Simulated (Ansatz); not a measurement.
Worked example: relaxation of cell and atoms of MnSi (P2_13, 8 atoms in the cell) in Ansatz (a program for electronic structure).

Method of the run: PBE (plane waves, PAW; Ansatz).

```
MnSi
1.0
    4.37214     0.00000     0.00000
    0.00000     4.37214     0.00000
    0.00000     0.00000     4.37214
Mn Si
4 4
Direct
  0.36354   0.13646   0.86354
  0.13646   0.86354   0.36354
  0.86354   0.36354   0.13646
  0.63646   0.63646   0.63646
  0.65422   0.84578   0.15422
  0.84578   0.15422   0.65422
  0.15422   0.65422   0.84578
  0.34578   0.34578   0.34578
```
Moments meant for the start (each program seeds them in its own way; μB, in the order of the atoms Mn Mn Mn Mn Si Si Si Si): 4.0 4.0 4.0 4.0 0.0 0.0 0.0 0.0.

Reference input (self-consistent single point, DFT, PBE, plane waves, default PAW files): basis.ecutwfc = 420 eV; kpoints.mp_grid.grid = 5 5 5; hamiltonian.xc = pbe; hamiltonian.pseudopotentials = {kind: paw} (the program's default PAW files); magnetization.spin_polarized = true; scf.occupations.method = fermi_dirac; scf.occupations.width = 0.136 eV. This run's input differs from it in these lines:

```diff
@@ -26,2 +26,4 @@
   occupations: { method: fermi_dirac, width: 0.136 }
+relax:
+  cell: {}
 output:
```

The program printed (abridged):

```
   [... SCF lines of the steps left out ...]
relax step   1: F+E_penalty+E_count = -18141.84023285 eV  Δ(F+E_penalty+E_count) = +0.000e0 eV  max|allowed force component| = 2.646e-1 eV/Å  Δτ_max = 0.0000 Å  P = +25.044 GPa  Ω = 83.576 Å³  (15 SCF iters, dr2 threshold 1.00e-7 eV, accepted)
relax step   2: F+E_penalty+E_count = -18142.33271205 eV  Δ(F+E_penalty+E_count) = -4.925e-1 eV  max|allowed force component| = 1.071e-1 eV/Å  Δτ_max = 0.0023 Å  P = +10.036 GPa  Ω = 88.163 Å³  energy of the carried Pulay correction = -1.438e-3 eV  [...]
   [... lines left out ...]
relax step   6: F+E_penalty+E_count = -18142.45481600 eV  Δ(F+E_penalty+E_count) = +5.481e-6 eV  max|allowed force component| = 2.903e-3 eV/Å  Δτ_max = 0.0005 Å  P = +0.000 GPa  Ω = 92.149 Å³  energy of the carried Pulay correction = -1.178e-5 eV  [...]
relax step   7: F+E_penalty+E_count = -18142.45483247 eV  Δ(F+E_penalty+E_count) = -1.647e-5 eV  max|allowed force component| = 2.901e-3 eV/Å  Δτ_max = 0.0000 Å  P = +0.000 GPa  Ω = 92.149 Å³  stress off target by 8.21e-5 GPa  SCF on the basis [...]
basis re-selected at this cell: Δ(F+E_penalty+E_count) = -1.647e-5 eV, ΔP = -0.000 GPa vs the last step
the relaxation is at rest under the 12 symmetry operations that the run kept from its start: a minimum is not shown …
the relaxation's final electronic state is not compared with the one that a single-point calculation of its input finds at the relaxed geometry …
   [... lines left out ...]
Absolute magnetization: 4.1764 μB (∫|ρ↑−ρ↓|, with the PAW one-centre terms)
Free energy (F): -18142.454832 eV
Fermi energy:    16.096730 eV
  cell:  # Å, volume = 92.1489 Å³
   [... lines left out ...]
    - { symbol: Si, position: [0.6548754681664466, 0.8451245318335535, 0.1548754681664465] }
    - { symbol: Si, position: [0.8451245318335535, 0.1548754681664465, 0.6548754681664466] }
    - { symbol: Si, position: [0.1548754681664465, 0.6548754681664466, 0.8451245318335535] }
    - { symbol: Si, position: [0.34512453183355346, 0.34512453183355346, 0.34512453183355346] }
```

The run converged. 

Summary of the result:
| Quantity | Value |
|---|---|
| Free energy E − TS (on the zero of these files) | -18142.4548 eV |
| Fermi level (on the code's own zero) | 16.10 eV |
| Pressure | 0.00 GPa |
| Largest force (vector length) | 0.005 eV/Å |
| Size of the cell's spin moment | 3.60 μB |
| Final cell | a = b = c = 4.517 Å, α = β = γ = 90.00° |
| Final volume per atom | 11.52 Å³ |
| Relaxation steps | 7 |

The starting cell comes from a database of computed structures (which also holds hypothetical and non-ambient phases and stackings), without a prior relaxation at this level. Its lattice was rescaled by a random factor within 2.5 % of one. The moments shrank to a small part of their start, a low-spin state that need not be the lowest. The relaxation keeps the symmetry of its start, so its end need not be a minimum. Ansatz's pressure includes its estimate of the finite-basis (Pulay) stress.

Cost on one core of a shared machine: roughly 30 s.

Keys are those of Ansatz 0.2.
